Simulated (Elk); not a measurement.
**Worked example: self-consistent single point of HfGa3 (I4/mmm, 4 atoms in the cell) in Elk**

Method of the run: Elk with PBEsol, all-electron FP-LAPW, Elk's shipped species files, default APW+lo basis.

Input:

```
tasks
  0

xctype
  22

rmtscf
  0.92

stype
  0

swidth
  0.00734986

maxscl
  100

avec
   -3.5930534438    3.5930534438    8.3862965157
    3.5930534438   -3.5930534438    8.3862965157
    3.5930534438    3.5930534438   -8.3862965157

atoms
  2
  'Hf.in'
  1
  0.0000000000  0.0000000000  0.0000000000    0.0 0.0 0.0
  'Ga.in'
  3
  0.5000000000  0.5000000000  0.0000000000    0.0 0.0 0.0
  0.7500000000  0.2500000000  0.5000000000    0.0 0.0 0.0
  0.2500000000  0.7500000000  0.5000000000    0.0 0.0 0.0

ngridk
  8 8 8
```

Log, with long lists cut:

```
│ Elk code version 10.2.4 │

All units are atomic (Hartree, Bohr, etc.)

│ Ground-state run starting from atomic densities │

Lattice vectors :
  -3.593053444       3.593053444       8.386296516
   3.593053444      -3.593053444       8.386296516
   3.593053444       3.593053444      -8.386296516

Unit cell volume      :    433.0694607
Brillouin zone volume :   0.5727723516

Muffin-tin inner radius fraction :   0.1000000000E-01

Nuclei treated as point charges

Species :    1 (Hf)
 parameters loaded from : Hf.in
 name : hafnium
 nuclear charge    :   -72.00000000
 electronic charge :    72.00000000
 atomic mass :    325367.3656
 muffin-tin radius :    2.576000000
 number of radial points in muffin-tin :    697
 atomic positions (lattice), magnetic fields (Cartesian) :
   1 :   0.00000000  0.00000000  0.00000000    0.00000000  0.00000000  0.00000000

Species :    2 (Ga)
 parameters loaded from : Ga.in
 name : gallium
 nuclear charge    :   -31.00000000
 electronic charge :    31.00000000
 atomic mass :    127097.2538
 muffin-tin radius :    2.208000000
 number of radial points in muffin-tin :    497
 atomic positions (lattice), magnetic fields (Cartesian) :
   1 :   0.50000000  0.50000000  0.00000000    0.00000000  0.00000000  0.00000000
   2 :  -0.25000000  0.25000000  0.50000000    0.00000000  0.00000000  0.00000000
   3 :   0.25000000 -0.25000000  0.50000000    0.00000000  0.00000000  0.00000000

Total number of atoms per unit cell :    4

Spin treatment :
 spin-unpolarised

Number of Bravais lattice symmetries :   16
Number of crystal symmetries         :   16
Crystal has inversion symmetry
Real symmetric eigensolver will be used

k-point grid :      8     8     8
k-point offset :    0.000000000       0.000000000       0.000000000
k-point set is reduced with full crystal symmetry group
Total number of k-points :       59

Muffin-tin radius times maximum |G+k| :    7.000000000
 using average radius
Maximum |G+k| for APW functions       :    3.043478261
Maximum (1/2)|G+k|²                   :    4.631379962
Maximum |G| for potential and density :    12.00000000
 potential will be trimmed for |G| > 2 gkmax
Constant for pseudocharge density :    8
Radial integration step length :    4

G-vector grid sizes :     40    40    40
Number of G-vectors :    12653

Maximum angular momentum used for
 APW functions                      :    8
 outer part of muffin-tin           :    6
 inner part of muffin-tin           :    1

Total nuclear charge    :   -165.0000000
Total core charge       :    100.0000000
Total valence charge    :    65.00000000
Total excess charge     :    0.000000000
Total electronic charge :    165.0000000

Effective Wigner radius, rₛ :   0.8557134047

Number of empty states         :   16
Total number of valence states :   49
Total number of core states    :  100

Total number of local-orbitals :   69

Exchange-correlation functional :     22     0     0
 PBEsol, Phys. Rev. Lett. 100, 136406 (2008)
 gradient requirement :    1
 generalised gradient approximation (GGA)

Smearing type :    0
 Gaussian
Smearing width :   0.7349860000E-02
Effective electronic temperature (K) :    2320.902224

Mixing type :    3
 Broyden mixing, J. Phys. A: Math. Gen. 17, L317 (1984)

Kohn-Sham potential initialised from atomic data

│ Self-consistent loop started │
│ Loop number : 1 │
 total energy                :     -20916.9379248
│ Loop number : 2 │
 total energy                :     -20917.3644712
RMS change in Kohn-Sham potential (target) :   0.1375554640     (  0.1000000000E-05)
Absolute change in total energy (target)   :   0.4265464305     (  0.1000000000E-03)
│ Loop number : 3 │
 total energy                :     -20917.5277374
RMS change in Kohn-Sham potential (target) :   0.1348391363     (  0.1000000000E-05)
Absolute change in total energy (target)   :   0.2699027652     (  0.1000000000E-03)
│ Loop number : 4 │
 total energy                :     -20918.7755330
RMS change in Kohn-Sham potential (target) :   0.8742598522E-01 (  0.1000000000E-05)
Absolute change in total energy (target)   :    1.315271381     (  0.1000000000E-03)
│ Loop number : 5 │
 total energy                :     -20920.3263473
RMS change in Kohn-Sham potential (target) :   0.3248608244E-01 (  0.1000000000E-05)
Absolute change in total energy (target)   :    1.879632086     (  0.1000000000E-03)
│ Loop number : 6 │
 total energy                :     -20921.1308847
RMS change in Kohn-Sham potential (target) :   0.8731411079E-02 (  0.1000000000E-05)
Absolute change in total energy (target)   :    1.274445446     (  0.1000000000E-03)
│ Loop number : 7 │
 total energy                :     -20921.4435299
RMS change in Kohn-Sham potential (target) :   0.5405205555E-03 (  0.1000000000E-05)
Absolute change in total energy (target)   :   0.6312565184     (  0.1000000000E-03)
│ Loop number : 8 │
 total energy                :     -20921.4769573
RMS change in Kohn-Sham potential (target) :   0.2532434190E-03 (  0.1000000000E-05)
Absolute change in total energy (target)   :   0.1912416084     (  0.1000000000E-03)
│ Loop number : 9 │
 total energy                :     -20921.4780547
RMS change in Kohn-Sham potential (target) :   0.3672486138E-04 (  0.1000000000E-05)
Absolute change in total energy (target)   :   0.4890778076E-01 (  0.1000000000E-03)
│ Loop number : 10 │
 total energy                :     -20921.4771942
RMS change in Kohn-Sham potential (target) :   0.4028022488E-04 (  0.1000000000E-05)
Absolute change in total energy (target)   :   0.1136642393E-01 (  0.1000000000E-03)
│ Loop number : 11 │
 total energy                :     -20921.4751828
RMS change in Kohn-Sham potential (target) :   0.5795670018E-05 (  0.1000000000E-05)
Absolute change in total energy (target)   :   0.8301700000E-03 (  0.1000000000E-03)
│ Loop number : 12 │
 total energy                :     -20921.4746353
RMS change in Kohn-Sham potential (target) :   0.3840061263E-05 (  0.1000000000E-05)
Absolute change in total energy (target)   :   0.3399617890E-03 (  0.1000000000E-03)
│ Loop number : 13 │
 total energy                :     -20921.4746735
RMS change in Kohn-Sham potential (target) :   0.1960455815E-05 (  0.1000000000E-05)
Absolute change in total energy (target)   :   0.4670643102E-04 (  0.1000000000E-03)
│ Loop number : 14 │
 total energy                :     -20921.4747804
RMS change in Kohn-Sham potential (target) :   0.7829659293E-06 (  0.1000000000E-05)
Absolute change in total energy (target)   :   0.9513434634E-04 (  0.1000000000E-03)
Convergence targets achieved

│ Loop number : 15 │

Energies :
 Fermi                       :     0.335489239416
 sum of eigenvalues          :     -12561.7338500
 electron kinetic            :      22825.0721173
 core electron kinetic       :      21881.7725790
 Coulomb                     :     -43218.2511607
 Coulomb potential           :     -34692.5160039
 nuclear-nuclear             :     -1841.99161971
 electron-nuclear            :     -48060.0030780
 Hartree                     :      6683.74353706
 Madelung                    :     -25871.9931587
 xc potential                :     -694.289963436
 exchange                    :     -518.317619145
 correlation                 :     -9.97818208983
 total energy                :     -20921.4748446

Density of states at Fermi energy :    30.00932844
 (states/Hartree/unit cell)

Estimated indirect band gap :   0.1923893646E-02
 from k-point      6 to k-point     50
Estimated direct band gap   :   0.1285304123E-01
 at k-point     40

Charges :
 core                        :    100.0000000
 valence                     :    65.00000000
 interstitial                :    6.968805078
 muffin-tins (core leakage)
  species :    1 (Hf)
   atom    1                 :    70.00597442     (  0.1882240980E-05)
  species :    2 (Ga)
   atom    1                 :    29.39525840     (  0.2105623497E-02)
   atom    2                 :    29.31498105     (  0.2083126944E-02)
   atom    3                 :    29.31498105     (  0.2083126944E-02)
 total in muffin-tins        :    158.0311949
 total calculated charge     :    164.9778607
 total charge                :    165.0000000
 error                       :   0.2213928048E-01

│ Self-consistent loop stopped │
```

The run converged in 15 iterations. The count includes the last loop, which Elk runs after its targets are met.

The starting cell comes from a database of computed structures (which also holds hypothetical and non-ambient phases and stackings), without a prior relaxation at this level. Its lattice was rescaled by a random factor within 2.5 % of one. Spin-orbit coupling is off. Values depend on the basis (sphere radii, cutoffs, local orbitals), which need not be converged. The log's line on a gap gives a spacing of levels on this mesh, which the program prints for metals too.

Cost on one core of a shared machine: roughly 80 s.
